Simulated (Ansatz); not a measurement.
How the lattice constant a of Ga (model structure, from the hcp type, P6₃/mmc, No. 194) moves with the method

No measured value is used here.

| level (code) | value (Å) |
|---|---|
| LDA (Ansatz) | (withheld) |
| PBE (Ansatz) | 2.985 |
| PBEsol (Ansatz) | 2.917 |
| PBE-D3(BJ) (Ansatz) | 2.930 |
| r²SCAN (Ansatz) | 2.918 |
| r²SCAN+rVV10 (Ansatz) | (withheld) |

### Question
Fill in the missing entries.

### Answer

- LDA (Ansatz, a first-principles code), value (Å): 2.882
- r²SCAN+rVV10 (Ansatz), value (Å): 2.903

Cutoffs differ between the levels. Ansatz's density-functional and Hartree–Fock values are scalar-relativistic unless marked +SOC, with PAW data made under PBE.

A model structure was made by putting elements into a prototype or built by hand; it is no filed structure, need not be a known phase, and can be a saddle point held by its symmetry.
